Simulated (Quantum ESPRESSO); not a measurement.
Habitual settings against a tight run: HfCuGeAs (P4/nmm, 8 atoms in the cell)

Self-consistent single point.

```xyz
8
Lattice="3.7206 0.0000 0.0000 0.0000 3.7206 0.0000 0.0000 0.0000 9.4634" Properties=species:S:1:pos:R:3 pbc="T T T"
Hf     0.0000     1.8603     7.3159
Hf     1.8603     0.0000     2.1475
Cu     1.8603     1.8603     4.7317
Cu     0.0000     0.0000     4.7317
Ge     1.8603     1.8603     0.0000
Ge     0.0000     0.0000     0.0000
As     0.0000     1.8603     3.0261
As     1.8603     0.0000     6.4373
```

Level of theory: PBEsol, PSlibrary ultrasoft (PBE) pseudopotentials (plane waves; Quantum ESPRESSO).

Base settings: ecutwfc = 55 Ry; ecutrho = 330 Ry; occupations = smearing; smearing = cold; degauss = 0.0147 Ry; input_dft = pbesol; K_POINTS = automatic 6 6 3 0 0 0; conv_thr = 1e-10 Ry.

Tight run (finer mesh or higher cutoff; not a proven limit): ecutwfc: 55 Ry → 77 Ry; ecutrho: 330 Ry → 462 Ry; conv_thr: 1e-10 Ry → 7.3e-11 Ry; K_POINTS: automatic 6 6 3 0 0 0 → automatic 9 9 5 0 0 0. It gave Fermi level (on the code's own zero) 12.68 eV; pressure -3.35 GPa; largest force (vector length) 0.125 eV/Å.

Quick runs, as changes from the base:
- A: the base itself
- B: ecutwfc: 55 Ry → 33 Ry; ecutrho: 330 Ry → 198 Ry; input_dft: pbesol → default; K_POINTS: automatic 6 6 3 0 0 0 → automatic 6 6 6 0 0 0; potentials: PSlibrary ultrasoft (LDA) [LDA (PZ)]
- C: ecutwfc: 55 Ry → 33 Ry; ecutrho: 330 Ry → 198 Ry; K_POINTS: automatic 6 6 3 0 0 0 → automatic 1 1 1 1 1 1
- D: ecutwfc: 55 Ry → 44 Ry; ecutrho: 330 Ry → 264 Ry; K_POINTS: automatic 6 6 3 0 0 0 → automatic 6 6 6 0 0 0
- E: ecutwfc: 55 Ry → 38 Ry; ecutrho: 330 Ry → 228 Ry; K_POINTS: automatic 6 6 3 0 0 0 → automatic 4 4 4 0 0 0

Energies are extrapolated to zero smearing width, which holds to low order in the width alone (under cold and Methfessel-Paxton smearing the free energy itself is taken).

Dashes: energy of B, another energy zero; time of C, under 30 s.

† marks runs with another functional, U, potentials or spin treatment: their distance from the tight run is not a convergence error alone.

The count of work is k-points × plane waves × bands × iterations; it is no time. Core times come from one kind of shared machine and are given to one figure; runs under 30 s give none.

The starting cell comes from a database of computed structures (which also holds hypothetical and non-ambient phases and stackings), without a prior relaxation at this level. Its lattice was rescaled by a random factor within 2.5 % of one. Spin polarisation is off. In the base run, with a pressure of about -3 GPa the cell is away from its equilibrium volume at this level.

| run | energy less tight (meV/atom) | pressure less tight (GPa) | largest miss in a force vector (eV/Å) | count of work / tight | core time / tight (rough) |
|---|---|---|---|---|---|
| A | 10.3 | -0.05 | 0.045 | 0.25 | 0.3 |
| B† | – | -6.75 | 0.133 | 0.23 | 0.2 |
| C | -1253.3 | -11.56 | 4.267 | 0.0062 | – |
| D | 31.2 | -0.73 | 0.038 | 0.36 | 0.3 |
| E | 70.3 | -0.76 | 0.199 | 0.14 | 0.2 |

Among the runs at the tight run's level, the energy misses run from 10.3 to 1253.3 meV/atom.

Left out of this page: 1 run of the series outside the window shown, repeating another row's setting, or not comparable.
